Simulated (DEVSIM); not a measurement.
Device: illuminated Si p-on-n cell, one wavelength, at 350 K.

Layer 1 from the left is Si, thickness (μm) 0.590, Na (cm⁻³) 6.2e18, τn (s) 3.4e-7, τp (s) 1.3e-6, absorption coefficient (cm⁻¹) 260. Layer 2 from the left is Si, thickness (μm) 20.0, Nd (cm⁻³) 2.5e16, τn (s) 7.7e-6, τp (s) 7.7e-6, absorption coefficient (cm⁻¹) 260.

Left contact: ohmic, minority electron recombination velocity 2e5 cm/s. Right contact: ohmic, minority hole recombination velocity 3000 cm/s. Voltage is applied to the left contact. Recombination: SRH at mid-gap, radiative, Auger. Gap narrowing is on: ΔEg = 6.92 meV × (l + √(l² + 0.5)), l = ln(N/1.3e17 cm⁻³), shared equally by both band edges. Light enters at the left, 4.7e17 photons cm⁻² s⁻¹, one pass, no reflection. Mobility is μmin + (μ − μmin)/(1 + (N/Nref)^α).

The device is made up for the run: typed textbook-type constants, with dimensions and the other settings drawn at random. Values at 300 K; Nc and Nv go as T^1.5, mobilities as T to minus their exponent, the gap by Varshni's rule with the affinity fixed.

Si: gap (eV) 1.124, affinity (eV) 4.05, permittivity 11.7, Nc (cm⁻³) 2.86e19, Nv (cm⁻³) 3.1e19, μn (cm²/Vs) 1417, μp (cm²/Vs) 470, μn,min 52, μp,min 45, Nref,n 9.7e16, Nref,p 2.2e17, αn 0.68, αp 0.72, T exponent of μn 2.3, T exponent of μp 2.2, B (cm³/s) 4.7e-15, Cn (cm⁶/s) 2.8e-31, Cp (cm⁶/s) 9.9e-32, Varshni α (eV/K) 0.000473, Varshni β (K) 636.

Simulated with DEVSIM: 1D drift-diffusion, Boltzmann statistics, complete ionisation; no tunnelling, impact ionisation, image-force lowering or self-heating.

Dark forward current:

| |V| (V) | |J| (A/cm²) |
|---|---|
| 0.05 | 2.392e-8 |
| 0.10 | 1.128e-7 |
| 0.15 | 5.018e-7 |
| 0.20 | 2.361e-6 |
| 0.25 | 1.168e-5 |
| 0.30 | 5.949e-5 |
| 0.35 | 0.0003077 |
| 0.40 | 0.001603 |
| 0.45 | 0.008383 |
| 0.50 | 0.04386 |
| 0.55 | 0.2287 |
| 0.60 | 1.170 |
| 0.65 | 5.633 |
| 0.70 | 24.40 |
| 0.75 | 92.33 |
| 0.80 | 296.2 |
| 0.85 | 789.3 |
| 0.90 | 1760 |
| 0.95 | 3380 |

Q: Work out the local ideality factor n = ΔV / (kT/q · ln(J2/J1)) between the rows 0.15 and 0.20 V, 0.45 and 0.50 V, 0.90 and 0.95 V.

A: kT/q = 30.16 mV. From 0.15 to 0.20 V: ln(2.361e-6/5.018e-7) = 1.549, n = 1.07, near the 1 of diffusion or emission over a barrier. From 0.45 to 0.50 V: ln(0.04386/0.008383) = 1.655, n = 1.00, near the 1 of diffusion or emission over a barrier. From 0.90 to 0.95 V: ln(3380/1760) = 0.653, n = 2.54.

Q: What current could the absorbed light give at most, and what share is collected?

A: Σ αd = 0.535, so qΦ(1 − exp(−Σ αd)) = 31.2 mA/cm². The simulated short-circuit current is 24.92 mA/cm², a share of 0.80.

Q: Estimate the open-circuit voltage by superposition: the voltage at which the dark current equals that short-circuit current.

A: Interpolating ln J in the table gives 0.483 V. The simulation gives 0.483 V, the same within the digits that matter. Superposition holds where collection doesn't change with voltage.

Q: Estimate the fill factor from FF0 = (v − ln(v + 0.72))/(v + 1), v = qVoc/(nkT), with n from the dark curve.

A: The rows about Voc, 0.45 and 0.50 V, give n = 1.00, so v = 16.0 and FF0 = 0.775. The simulation gives 0.774, the same within the digits that matter.
